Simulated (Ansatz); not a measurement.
Base system: Ag in the fcc (Cu type) structure (space group Fm-3m, No. 225; a = 4.054 Å; relaxed with 0.1 eV smearing). Axes: x, y, z lie along the cube axes.

Computed with PBEsol/PAW in Ansatz (a program for electronic structure), without spin-orbit coupling.

One thing is altered: an isotropic linear strain of +1.00 %, atoms relaxed at fixed cell.

Problem. Predict the stress tensor and what it implies for the stiffness.

Solution. Stress of the strained cell less that of the base (GPa, compression positive):
```
   -3.3     0.0     0.0
    0.0    -3.3     0.0
    0.0     0.0    -3.3
```

Then B = −ΔP/(ΔV/V₀) with ΔV/V₀ = 0.0303 gives secant stiffness values (nonlinear terms included at this strain): B ≈ 108 GPa.

As a check, the harmonic strain energy −½ V₀ Δσ:ε is 5.1 meV/atom; the computed energy rise is 5.3 meV/atom.

No phonon test of stability was made.
